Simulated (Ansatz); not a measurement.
Al₂O₃ (model structure, started from the Al2S3 type, Amm2, No. 38, 10 atoms in the cell), treated with PBEsol (Ansatz, an electronic-structure program, PAW).

Numerical settings: plane-wave cutoff 520 eV, 8×8×8 k mesh, Fermi–Dirac smearing 0.01 eV, scalar-relativistic PAW data made under PBE.

Cell (relaxed at this level):

```cif
data_Al4O6
_chemical_formula_sum 'Al4 O6'
_space_group_name_H-M_alt 'Amm2'
_space_group_IT_number 38
_space_group_name_Hall 'A 2 -2'
_cell_length_a 2.82272
_cell_length_b 5.32622
_cell_length_c 8.30553
_cell_angle_alpha 90.000
_cell_angle_beta 90.000
_cell_angle_gamma 90.000
loop_
_atom_site_label
_atom_site_type_symbol
_atom_site_symmetry_multiplicity
_atom_site_Wyckoff_symbol
_atom_site_fract_x
_atom_site_fract_y
_atom_site_fract_z
_atom_site_occupancy
Al1 Al 2 b 0.50000 0.50000 0.41175 1
Al2 Al 2 a 0.00000 0.00000 0.25681 1
O1 O 4 d 0.00000 0.27620 0.37099 1
O2 O 2 b 0.50000 0.50000 0.63096 1
```

Q: Estimate the band gap that the calculation returns.

A: 
* **band gap**: 4.01 eV (direct)

Note: the relaxation could raise the start's symmetry but not lower it, so the cell can be a saddle point.

A model structure was made by putting elements into a prototype or built by hand; it is no filed structure, need not be a known phase, and can be a saddle point held by its symmetry.
